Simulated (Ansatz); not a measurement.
Here is the system:

```
CELL_PARAMETERS angstrom
      0.00000     3.11835     3.11835
      3.11835     0.00000     3.11835
      3.11835     3.11835     0.00000
ATOMIC_POSITIONS crystal
  Ga 0.00000 0.00000 0.00000
  Sb 0.25000 0.25000 0.25000
```

The numbers are results of r2SCAN with spin-orbit coupling, rigid bands (plane waves, PAW; Ansatz, a quantum-chemistry and plane-wave program), not measurements. Condition of this run: hydrostatic pressure of -2.7 GPa (compression positive) (the target of the relaxation). Cell: cell and atoms relaxed with PBEsol, then loaded as said.

Q: Is this a good metal at this level?

A: No. No gap is resolved, and few carriers conduct, as in a semimetal or a zero-gap semiconductor. N(E_F) = 0.00136 states/eV a cell at 300 K and the Drude plasma energy along the best axis is 0.135 eV, several times under that of a simple or noble metal.
